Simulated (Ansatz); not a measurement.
**SnO2 (P4₂/mnm, No. 136, 6 atoms in the cell; start mp-550172)**

The numbers are results of PBE (Ansatz, an electronic-structure program, plane waves, PAW), not measurements.

Settings: plane-wave cutoff 520 eV, 8×8×10 k mesh (along the axes of the cell as run), Fermi–Dirac smearing 0.01 eV, scalar-relativistic PAW data made under PBE.

Cell (relaxed at this level):

SnO$_{2}$ is modelled in the tetragonal space group P4₂/mnm (No. 136), the rutile structure, Pearson symbol tP6. Lattice parameters: a = 4.828 Å, b = 4.828 Å, c = 3.238 Å, α = 90.00°, β = 90.00°, γ = 90.00°. Sn on 2a sees 6 O at 2.089–2.093 Å (octahedral). O on 4f is surrounded by 3 Sn at 2.089–2.093 Å (trigonal planar). (Neighbours: up to the widest gap in distance over summed covalent radii, below 1.35, at either atom; cation-cation and far metal-metal contacts left out.)

| Property | Value |
|---|---|
| bulk modulus | 168 GPa |

Note: the bulk modulus is −V dP/dV from two relaxed cells at ±2 % in volume; the relaxation could not lower the start's symmetry, so the cell can be a saddle point above a distorted one.

Spin–orbit coupling is not included.

Computed values are for the static lattice.

It cost very roughly 120 core-seconds of CPU time.

A start named mp-… is a Materials Project structure, which need not be a measured phase.
